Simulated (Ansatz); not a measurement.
**Carrier properties of BN under load (space group P6_3mc)**

Here is the system:

```yaml
crystal:
  lattice:
    - [2.54354, 0.00000, 0.00000]
    - [-1.27177, 2.20277, 0.00000]
    - [0.00000, 0.00000, 4.13421]
  atoms:
    - { symbol: B, position: [0.33333, 0.66667, 0.00004] }
    - { symbol: B, position: [0.66667, 0.33333, 0.50004] }
    - { symbol: N, position: [0.33333, 0.66667, 0.37496] }
    - { symbol: N, position: [0.66667, 0.33333, 0.87496] }
```

Method: r2SCAN, rigid bands (plane waves, PAW, scalar-relativistic; Ansatz, a program for electronic structure). Condition of this run: uniaxial stress along c of 18 GPa (compression positive) (the target of the relaxation). How the cell was made: cell and atoms relaxed with PBEsol, then loaded as said.

| Property | Value |
|---|---|
| band gap | 5.81 eV |
| electron conductivity mass (300 K, dilute) | 0.50 (x), 0.50 (y), 0.29 (z) mₑ |
| hole conductivity mass (300 K, dilute) | 0.85 (x), 0.85 (y), 1.19 (z) mₑ |
| effective density of states N_c (300 K) | 1.3e19 cm⁻³ |
| effective density of states N_v (300 K) | 4.7e19 cm⁻³ |
| density-of-states mass, electrons | 0.64 mₑ |
| density-of-states mass, holes | 1.52 mₑ |
| Seebeck coefficient, n-type 1e19 cm⁻³, 300 K | -247 μV/K |
| best n-type power factor at 300 K for τ = 10 fs (best axis; densities from 1e16 to 1e21 cm⁻³ tried, whether or not they can be reached) | 7.6 μW/(cm·K²) at 3e19 cm⁻³ |
| Seebeck coefficient, p-type 1e19 cm⁻³, 300 K | 349 μV/K |

Rigid bands; masses and Seebeck coefficients take one relaxation time τ for all states and one kind of carrier; polarons and phonon drag are left out. Spin-orbit coupling is left out. Geometry: cell and atoms relaxed with PBEsol.
